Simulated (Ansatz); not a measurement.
Partial pair distribution functions of a relaxed model of amorphous Ti$_{20}$O$_{41}$Be, broadened by 0.06 Å; density 3.42 g/cm³. Method: PBE, scalar-relativistic without spin-orbit coupling (plane waves to 420 eV, PAW; Ansatz, a first-principles code).

A CHGNet melt-quench gave the starting glass, which DFT then relaxed. O atoms were pushed apart under 1.9 Å during the dynamics, to hinder bonds among them. The hot cell started wider than the set density and was brought back towards it in steps. It is the lowest in DFT energy of 2 quenches. It is a model cell: composition and starting density were chosen by hand, and all elements were melted together. No dispersion term was used. Its density started from a set value of 3.58 and ended at 3.42 g/cm³. The simulated quench (nominally 240 K/ps over its main leg) is rapid and tends to freeze in more defects than a deposited or slowly cooled glass has. Values belong to this one cell and scatter from quench to quench. Volume and shape were free in the relaxation.

```csv
r (Å),g Ti-O,g O-Be,g Ti-Ti,g O-O
1.35,0.00,0.00,0.00,0.00
1.45,0.00,0.63,0.00,0.00
1.55,0.01,6.67,0.00,0.00
1.65,0.47,9.51,0.00,0.00
1.75,3.15,5.31,0.00,0.00
1.85,6.00,0.47,0.00,0.00
1.95,5.74,0.00,0.00,0.00
2.05,3.25,0.00,0.00,0.00
2.15,1.23,0.00,0.00,0.00
2.25,0.81,0.00,0.00,0.04
2.35,0.66,0.00,0.00,0.24
2.45,0.17,0.00,0.00,1.07
2.55,0.14,0.00,0.00,1.68
2.65,0.16,0.00,0.05,1.98
2.75,0.21,0.00,0.30,3.19
2.85,0.08,0.00,0.65,3.08
2.95,0.14,0.00,1.77,2.15
3.05,0.21,0.02,1.94,1.73
3.15,0.17,0.74,2.12,1.09
3.25,0.32,1.87,1.67,0.65
3.35,0.60,1.06,1.72,0.72
3.45,0.71,0.76,1.70,0.56
3.55,0.73,0.98,1.49,0.70
3.65,0.99,1.25,1.59,0.66
3.75,1.18,1.33,1.45,0.69
3.85,1.33,1.36,1.58,0.82
3.95,1.14,2.09,0.89,0.83
4.05,1.45,2.22,0.57,0.72
4.15,1.92,1.53,0.77,0.77
4.25,1.81,0.19,0.63,0.80
4.35,1.63,0.57,0.63,0.76
4.45,1.50,1.55,0.49,0.75
```

Within 2.48 Å each Ti has 5.30 O neighbours on average.
